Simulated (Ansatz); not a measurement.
The reference is CdGeAs₂ in the chalcopyrite structure (space group I-42d, No. 122; a = 5.9812 Å, c = 11.2983 Å).

It is then changed as follows: a hydrostatic pressure of 0.9 GPa.

The values are results of DFT with r2SCAN, PAW potentials and a 500 eV plane-wave cutoff in Ansatz (an electronic-structure program), no spin-orbit coupling, not measurements.

Base, band edges from the VBM (valence, conduction): M -1.10, 1.56; G -0.98, 1.28; R -0.98, 1.28; X -0.68, 0.89; Γ 0.00, 0.10; S₀ -0.58, 1.58; S -0.58, 1.58; N -0.75, 1.96; P -1.07, 1.56 eV.

Q: Give the band edges at the high-symmetry points of the new zone, measured from its valence-band maximum.

A: 
```tsv
point	valence edge (eV)	conduction edge (eV)
Γ	0.00	0.18
X	-0.70	0.92
P	-1.10	1.59
N	-0.78	2.01
M	-1.14	1.56
S	-0.60	1.58
S₀	-0.60	1.58
R	-1.00	1.31
G	-1.00	1.31
```

The gap is 0.18 eV, direct at Γ.

Load acts through the strain it causes; cell and atoms are relaxed under it. No phonon test of stability was made. The zero or small gap of CdGeAs2 can change with the level of theory.
